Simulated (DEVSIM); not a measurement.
Structure: Schottky contact on n-type β-Ga2O3, at 300 K.

Layer 1 from the left is β-Ga2O3, thickness (μm) 7.90, Nd (cm⁻³) 2e16, τn (s) 2.5e-8, τp (s) 2.5e-8.

Left contact: Schottky, work function 5.08 eV, emission velocity 2e6 cm/s. Right contact: ohmic. Voltage is applied to the left contact. Recombination: SRH at mid-gap, radiative. Mobility is μmin + (μ − μmin)/(1 + (N/Nref)^α).

The device is made up for the run: typed textbook-type constants, with dimensions and the other settings drawn at random. Values at 300 K.

β-Ga2O3: gap (eV) 4.8, affinity (eV) 4, permittivity 10, Nc (cm⁻³) 3.7e18, Nv (cm⁻³) 5e20, μn (cm²/Vs) 160, μp (cm²/Vs) 1, μn,min 20, μp,min 0.1, Nref,n 1e18, Nref,p 1e18, αn 0.8, αp 0.8, B (cm³/s) 1e-12.

Model (solved in DEVSIM): 1D drift-diffusion, Boltzmann statistics, complete ionisation; no tunnelling, impact ionisation, image-force lowering or self-heating. Metal contacts follow the ideal Schottky-Mott rule: no Fermi-level pinning, no interface dipoles.

Dark forward current:

```
|V| (V)  |J| (A/cm²)
-------  -----------
0.05       4.327e-12
0.10       3.411e-11
0.15       2.391e-10
0.20        1.649e-9
0.25        1.135e-8
0.30        7.798e-8
0.35        5.355e-7
0.40        3.673e-6
0.45        2.516e-5
0.50       0.0001721
0.55        0.001174
0.60        0.007980
0.65         0.05386
0.70          0.3553
0.75           2.119
0.80           9.089
0.85           23.98
0.90           44.66
0.95           68.58
1.00           94.35
1.05           121.3
1.10           149.0
1.15           177.3
1.20           205.9
1.25           234.9
1.30           264.2
```

Work out the local ideality factor n = ΔV / (kT/q · ln(J2/J1)) between the rows 0.15 and 0.20 V, 1.25 and 1.30 V.

kT/q = 25.85 mV. From 0.15 to 0.20 V: ln(1.649e-9/2.391e-10) = 1.931, n = 1.00, near the 1 of diffusion or emission over a barrier. From 1.25 to 1.30 V: ln(264.2/234.9) = 0.118, n = 16.46; the layers' resistance at their doping, Σ W/(qμN) = 0.0016 Ω cm², would take 47 mV of this step of 50 mV.

Estimate the current at 0.40 V for emission alone, J0 = q v N_band exp(−φB/kT), and read the barrier back from the simulated current.

φB = 1.080 eV, N_band = 3.70e18 cm⁻³, J0 = 8.50e-13 A/cm²; J = J0 (exp(qV/kT) − 1) = 4.46e-6 A/cm². The simulation gives 3.67e-6 A/cm²; the estimate lies 21 % above. Read backwards, the simulated current gives an apparent barrier of 1.085 eV. The estimate leaves out transport through the depletion region and minority injection.
